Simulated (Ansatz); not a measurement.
**L1₂ (Cu3Au-type) Ni₃Fe**

Method: r²SCAN+rVV10 (plane waves, PAW; Ansatz, a program for electronic structure).

Run with plane-wave cutoff 560 eV, 16×16×16 k mesh, Fermi–Dirac smearing 0.05 eV, spin-polarised with parallel moments, scalar-relativistic PAW data made under PBE.

Cell (relaxed at this level):

```yaml
crystal:
  lattice:
    - [3.50237, 0.00000, 0.00000]
    - [0.00000, 3.50237, 0.00000]
    - [0.00000, 0.00000, 3.50237]
  atoms:
    - { symbol: Fe, position: [0.00000, 0.00000, 0.00000], spin: 3.0 }
    - { symbol: Ni, position: [0.00000, 0.50000, 0.50000], spin: 0.7 }
    - { symbol: Ni, position: [0.50000, 0.00000, 0.50000], spin: 0.7 }
    - { symbol: Ni, position: [0.50000, 0.50000, 0.00000], spin: 0.7 }
```

| Quantity | Result |
|---|---|
| bulk modulus | 218 GPa |
| band gap | zero (no gap) |
| magnetic moment (largest site, within a sphere) | 3.18 μB |
| pressure derivative B′ of the bulk modulus | 4.6 |

Spins in the cell block are starting values.

Moments are spin moments.

Computed values are for the static lattice.

Cost on a shared machine: around 19 core-minutes (rough).
